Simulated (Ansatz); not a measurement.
Cells marked so need not be the phases stable at ambient conditions, and some may be hypothetical.

 Where the default PAW files enter, the runs use the earlier of Ansatz's two default sets.

The gap is the functional's own, uncorrected, and κ follows it; spin-orbit coupling is left out. Mid-gap values are interpolated between the computed energies.

A. Ba2TaBiO6 (Fm-3m, not sure to be the ambient phase, 10 atoms a cell, 16.4 Å³ an atom, -4 GPa at this level), along the normal of (110)
B. K₃YV₂O₈ (P-3m1, not sure to be the ambient phase, 14 atoms a cell, 17.5 Å³ an atom, -5 GPa at this level), along the normal of (001)
C. NaBH4 (P4_2/nmc, not sure to be the ambient phase, 12 atoms a cell, 8.6 Å³ an atom), along the normal of (110)
D. Rb2PtCl6 (Fm-3m, not sure to be the ambient phase, 9 atoms a cell, 27.6 Å³ an atom), along the normal of (111)

Task: Rank these by mid-gap decay constant of the slowest evanescent state (highest first), as r2SCAN (Ansatz, a quantum-chemistry and plane-wave program) gives it.

Result: B (0.57 1/Å), C (0.50 1/Å), D (0.36 1/Å), A (0.26 1/Å)
